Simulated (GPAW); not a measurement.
GPAW run on WC (Fm-3m, 2 atoms in the cell): self-consistent single point.

Method of the run: GPAW with LDA (Perdew-Wang 92), real-space grid, GPAW PAW datasets LDA (gpaw-data 1.0.1).

```
WC
1.0
    0.00000     2.19268     2.19268
    2.19268     0.00000     2.19268
    2.19268     2.19268     0.00000
W C
1 1
Direct
  0.00000   0.00000   0.00000
  0.50000   0.50000   0.50000
```

Reference input (self-consistent single point, DFT LDA (Perdew-Wang 92), real-space grid, GPAW PAW datasets LDA (gpaw-data 1.0.1)): mode = fd; h = 0.18 Å; xc = LDA; kpts = 10 10 10; mesh shift (steps) = 0 0 0; occupations.name = fermi-dirac; occupations.width = 0.1 eV; nbands = -6; convergence.forces = 0.001 eV/Å; symmetry.symmorphic = false; symmetry.tolerance = 0.0005; maxiter = 120. This run's input differs from it in these lines:

```diff
@@ -14,3 +14,3 @@
             xc='LDA',
-            kpts={'size': (10, 10, 10), 'gamma': True},
+            kpts={'size': (12, 12, 12), 'gamma': True},
             occupations={'name': 'fermi-dirac', 'width': 0.1},
```

The program printed (abridged):

```
     iter     time        total  log10-change:
                         energy   eigst   dens  force
iter:   1 --:--:--   -24.336493
iter:   2 --:--:--   -23.844642   -0.46  -0.97
iter:   3 --:--:--   -22.556321   -0.62  -1.03
iter:   4 --:--:--   -22.555925   -1.66  -1.53
iter:   5 --:--:--   -22.578195   -1.85  -1.60
iter:   6 --:--:--   -22.567408   -2.28  -2.05
iter:   7 --:--:--   -22.569399   -3.04  -2.52
iter:   8 --:--:--   -22.564462c  -2.91  -2.40
iter:   9 --:--:--   -22.564491c  -3.94  -3.36
iter:  10 --:--:--   -22.564504c  -4.59  -3.39
iter:  11 --:--:--   -22.564501c  -5.54  -3.49
iter:  12 --:--:--   -22.564549c  -5.05  -3.53
iter:  13 --:--:--   -22.564484c  -4.76  -3.39
iter:  14 --:--:--   -22.564486c  -6.07  -4.21c
iter:  15 --:--:--   -22.564491c  -6.36  -4.55c
iter:  16 --:--:--   -22.564487c  -6.52  -4.31c
iter:  17 --:--:--   -22.564486c  -7.60c -4.59c
iter:  18 --:--:--   -22.564487c  -8.61c -4.64c -28.30c
Converged after 18 iterations.

Dipole moment: (-1.094543, -1.094543, -1.094543) |e|*Ang

Energy contributions relative to reference atoms: (reference = -439534.908752)

Kinetic:         +8.590350
Potential:      -10.109915
External:        +0.000000
XC:             -21.092375
Entropy (-ST):   -0.028980
Local:           +0.061944
SIC:             +0.000000
--------------------------
Free energy:    -22.578977
Extrapolated:   -22.564487

Showing only first 2 kpts
 Kpt  Band  Eigenvalues  Occupancy
  0     7     12.30203    2.00000
  0     8     14.02400    1.99989
  0     9     14.02400    1.99989
  0    10     14.02797    1.99989

  1     7     12.00544    2.00000
  1     8     12.01978    2.00000
  1     9     14.17758    1.99951
  1    10     14.65075    1.94559

Fermi level: 15.00842

No gap
No difference between direct/indirect transitions
Energy (eV): -22.564487

Forces in eV/Ang:
  0 W     0.00000    0.00000    0.00000
  1 C     0.00000    0.00000    0.00000
```

The run converged in 18 iterations. Against the reference run the free energy rises by 3.8 meV/atom.

The starting cell comes from a database of computed structures (which also holds hypothetical and non-ambient phases and stackings), without a prior relaxation at this level. Spin polarisation is off.

Cost on one core of a shared machine: roughly 2 min.
